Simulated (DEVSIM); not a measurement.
System: Al0.1Ga0.9As/GaAs p-n heterojunction, at 350 K.

Layer 1 from the left is Al0.1Ga0.9As, thickness (μm) 0.720, Na (cm⁻³) 1.4e16, τn (s) 1.8e-8, τp (s) 1.8e-8. Layer 2 from the left is GaAs, thickness (μm) 3.30, Nd (cm⁻³) 2.3e15, τn (s) 1.8e-8, τp (s) 1.8e-8.

Left contact: ohmic. Right contact: ohmic. Voltage is applied to the left contact. Recombination: SRH at mid-gap. Mobility is μmin + (μ − μmin)/(1 + (N/Nref)^α).

Constants are typed, rounded textbook-type inputs, not results; the design itself was drawn at random and stands for no fabricated device. Values at 300 K; Nc and Nv go as T^1.5, mobilities as T to minus their exponent, the gap by Varshni's rule with the affinity fixed.

Al0.1Ga0.9As: gap (eV) 1.5487, affinity (eV) 3.991, permittivity 12.62, Nc (cm⁻³) 5.17e17, Nv (cm⁻³) 9e18, μn (cm²/Vs) 6520, μp (cm²/Vs) 317, μn,min 500, μp,min 20, Nref,n 6e16, Nref,p 1.5e17, αn 0.39, αp 0.38, T exponent of μn 2.1, T exponent of μp 2.2, Varshni α (eV/K) 0.000541, Varshni β (K) 204. GaAs: gap (eV) 1.424, affinity (eV) 4.07, permittivity 12.9, Nc (cm⁻³) 4.7e17, Nv (cm⁻³) 9e18, μn (cm²/Vs) 8500, μp (cm²/Vs) 400, μn,min 500, μp,min 20, Nref,n 6e16, Nref,p 1.5e17, αn 0.39, αp 0.38, T exponent of μn 2.1, T exponent of μp 2.2, Varshni α (eV/K) 0.000541, Varshni β (K) 204.

Model (solved in DEVSIM): 1D drift-diffusion, Boltzmann statistics, complete ionisation; no tunnelling, impact ionisation, image-force lowering or self-heating. Band offsets follow the typed affinities; no thermionic-emission limit at abrupt steps, no polarisation charge.

Question: What does the simulation give for the dark forward voltage at 100 A/cm², the dark forward voltage at 1 A/cm²?

Answer: dark forward voltage at 100 A/cm² 1.085 V; dark forward voltage at 1 A/cm² 0.902 V.
